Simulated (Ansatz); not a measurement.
# IrO$_{2}$ under load (space group P4_2/mnm): band-structure transport figures

```xyz
6
Lattice="4.4126 0.0000 0.0000 0.0000 4.4126 0.0000 0.0000 0.0000 3.1371" Properties=species:S:1:pos:R:3 pbc="T T T"
Ir     2.2063     2.2063     1.5686
Ir     0.0000     0.0000     0.0000
O      3.0482     3.0482     0.0000
O      1.3644     1.3644     0.0000
O      3.5707     0.8419     1.5686
O      0.8419     3.5707     1.5686
```

The numbers are results of PBEsol, rigid bands (plane waves, PAW, scalar-relativistic; Ansatz, a program for electronic structure), not measurements. Condition of this run: hydrostatic pressure 10 GPa (the target of the relaxation). Cell: cell and atoms relaxed with PBEsol, then loaded as said.

The density of states at the Fermi level is 2.65 states/(eV·cell), both spins, the bare Sommerfeld coefficient is 1.04 mJ/(mol of atoms·K²) and the drude plasma energy is 4.4 (x), 4.4 (y), 3.4 (z) eV. The root-mean-square Fermi velocity is 3.8e5 m/s and the resistivity times τ comes out as 26 (x), 26 (y), 43 (z) ×10⁻²² Ω·m·s.

A metal at this level (no band gap); rigid bands, thermally averaged at 300 K, both spins. Spin-orbit coupling is left out, which matters with elements this heavy. τ is one relaxation time for all states.
